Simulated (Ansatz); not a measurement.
# What a tighter setting buys: kpoints.mp_grid.grid, ZnS (P6_3mc, 4 atoms in the cell)

```
ZnS
1.0
    3.80580     0.00000     0.00000
   -1.90290     3.29592     0.00000
    0.00000     0.00000     6.23798
Zn S
2 2
Direct
  0.33333   0.66667   0.00014
  0.66667   0.33333   0.50014
  0.33333   0.66667   0.37486
  0.66667   0.33333   0.87486
```

Method of the run: HSE06, default PAW files made with PBE (plane waves; Ansatz, a program for electronic structure).

Base settings: basis.ecutwfc = 420 eV; kpoints.mp_grid.grid = 6 6 3; hamiltonian.xc = hse06; hamiltonian.pseudopotentials = {kind: paw} (the program's default PAW files); scf.occupations.method = fixed.

Misses are taken against the tightest run, 8 8 5, which need not be fully converged itself. The energy is the free energy per atom.

Core times come from one kind of shared machine and are given to one figure; runs under 30 s give none.

The starting cell comes from a database of computed structures (which also holds hypothetical and non-ambient phases and stackings), without a prior relaxation at this level.

```tsv
kpoints.mp_grid.grid	energy less reference (meV/atom)	core time / reference (rough)
4 4 2	9.55	0.1
5 5 3	2.44	0.2
6 6 3	0.79	0.3
8 8 5	0.00	1
```

Coarsest setting among those run that, with all tighter ones, holds the energy within 5 meV/atom of the reference: 5 5 3, off by 2.4 meV/atom; it needs about 0.2 of the reference's time.

Coarsest setting among those run that, with all tighter ones, holds the energy within 2 meV/atom of the reference: 6 6 3, off by 0.79 meV/atom; it needs about 0.3 of the reference's time.

The step from 4 4 2 to 6 6 3: it takes the miss in the energy from 9.5 to 0.79 meV/atom, for roughly 2 times the time.

Keys are those of Ansatz 0.2.
